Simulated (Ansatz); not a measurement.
Defect: Pd-vacancy pair (Pd on one host Al site, one Al site vacant) in fcc Al, neutral cell. The step: the Pd atom itself jumps into the vacancy (Pd-vacancy distance between ideal sites 2.86 Å throughout); the atom moves 3.07 Å along (0.00, 0.54, 0.54) of the unit cell; the moving atom starts with neighbours Al at 2.76, 4 Al at 2.79, 6 Al at 2.83 Å and ends with Al at 2.76, 4 Al at 2.79, 6 Al at 2.83 Å. DFT values are from Ansatz (plane-wave PAW, 420 eV unless said) in a cell of 32 host sites, spin-restricted, static, with no finite-size correction. Forms of the defect that were not tried may lie lower. For the PBE band: the program found a first-order saddle point.

```
Level                                                                           Forward barrier (eV)  Cost of the band or of the saddle's single point
------------------------------------------------------------------------------  --------------------  ------------------------------------------------
CHGNet universal potential (has no charge state), its own band                                  0.21                                                 -
PBE, a 3×3×3 k-point mesh shifted by half a step, band relaxed                                  0.77                           roughly 60 core-minutes
PBE, a 5×5×5 k-point mesh shifted by half a step, same geometries                               0.82             about 7 core-minutes (a rough figure)
r2SCAN at 500 eV, a 3×3×3 k-point mesh shifted by half a step, same geometries                   ___                     very roughly 3.0 core-minutes
```

**Question.** Complete the blanks.

**Answer.** 
- r2SCAN at 500 eV, a 3×3×3 k-point mesh shifted by half a step, same geometries, Forward barrier (eV): 0.83

Ansatz is an electronic-structure program.
